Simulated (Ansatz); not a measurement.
## WSi2N4 (model structure, started from the MoSi2N4 type, P6₃/mmc, No. 194, 14 atoms in the cell): smallest direct gap on the k points sampled by level of theory

No measured value is used here.

```
level (code)     value (eV)
---------------  ----------
LDA (Ansatz)           2.37
PBE (Ansatz)           2.39
PBEsol (Ansatz)        2.38
r²SCAN (Ansatz)        2.54
HSE06 (Ansatz)          [?]
```

Some entries are withheld; supply them.


- HSE06 (Ansatz, a program for electronic structure), value (eV): 2.96

At these levels the smallest gap is indirect and lower: LDA 2.03, PBE 2.05, PBEsol 2.03, r²SCAN 2.15, HSE06 2.63 eV. Computed values are for a static lattice. Spin–orbit coupling is included only where a level's name says +SOC; with heavier elements it mostly lowers gaps and can invert bands. The crystal itself was run without spin with LDA, PBE, PBEsol, r²SCAN, HSE06; a magnetic state was not tried in these runs. Values are at the PBE-D3(BJ) cell. Cutoffs and k meshes differ between the levels. Ansatz's density-functional and Hartree–Fock values are scalar-relativistic unless marked +SOC, with PAW data made under PBE.

A model structure was made by putting elements into a prototype or built by hand; it is no filed structure, need not be a known phase, and can be a saddle point held by its symmetry.
